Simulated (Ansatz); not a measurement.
The starting structures come from a database of crystals and need not be the phases stable at ambient conditions.

Inside the gap of an insulator the Bloch states are evanescent, with a wavenumber k + iκ along the transport direction.

Given:

```yaml
crystal:
  lattice:
    - [6.43607, 0.00000, 0.00000]
    - [0.00000, 7.51176, 0.00000]
    - [3.21803, -0.50162, 5.80168]
  atoms:
    - { symbol: Rb, position: [0.00000, 0.00000, 0.00000] }
    - { symbol: Rb, position: [0.68158, 0.86333, 0.63684] }
    - { symbol: Rb, position: [0.31842, 0.13667, 0.36316] }
    - { symbol: Rb, position: [0.00000, 0.50000, 0.00000] }
    - { symbol: Te, position: [0.66219, 0.34446, 0.67562] }
    - { symbol: Te, position: [0.33781, 0.65554, 0.32438] }
    - { symbol: O, position: [0.83507, 0.21403, 0.77552] }
    - { symbol: O, position: [0.16493, 0.78597, 0.22448] }
    - { symbol: O, position: [0.61059, 0.78597, 0.22448] }
    - { symbol: O, position: [0.38941, 0.21403, 0.77552] }
    - { symbol: O, position: [0.18178, 0.73044, 0.63644] }
    - { symbol: O, position: [0.81822, 0.26956, 0.36356] }
```

Space group of this cell: C2/m. The cell is taken as given.

Transport runs along the normal of the first two printed cell vectors.

The gap is the functional's own. No spin-orbit coupling. Mid-gap values are interpolated on the energy grid.

Q: State the band gap and the smallest decay constant κ at mid-gap according to Ansatz (a program for electronic structure) with r2SCAN.

A: Gap 4.01 eV on a 6×4×6 mesh; κ = 0.414 1/Å, at the zone centre.
